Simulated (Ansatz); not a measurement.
## Effective masses and thermopower of monolayer PtSe2

```
CELL_PARAMETERS angstrom
      3.67302     0.00000     0.00000
     -1.83651     3.18093     0.00000
      0.00000     0.00000    18.98202
ATOMIC_POSITIONS crystal
  Pt 0.00000 0.00000 0.50000
  Se 0.33333 0.66667 0.57114
  Se 0.66667 0.33333 0.42886
```

Calculation: PBE with spin-orbit coupling, rigid bands (plane waves, PAW; Ansatz, a first-principles code). Condition of this run: biaxial strain -2 % with spin-orbit coupling. Cell: cell and atoms relaxed with PBE, then loaded as said.

```json
{
  "band_gap": "1.12 eV",
  "electron conductivity mass (300 K, dilute)": "0.34 mₑ",
  "hole conductivity mass (300 K, dilute)": "2.4 mₑ",
  "effective density of states N_c (300 K)": "2.5e13 cm⁻²",
  "effective density of states N_v (300 K)": "2.3e13 cm⁻²",
  "Seebeck coefficient, n-type 1.9e12 cm⁻², 300 K": "-413 μV/K",
  "Seebeck coefficient, p-type 1.9e12 cm⁻², 300 K": "388 μV/K"
}
```

Rigid bands; masses and Seebeck coefficients take one relaxation time τ for all states and one kind of carrier; polarons and phonon drag are left out.

Model free-standing layer, not matched to a measured one here: monolayer PtSe2.
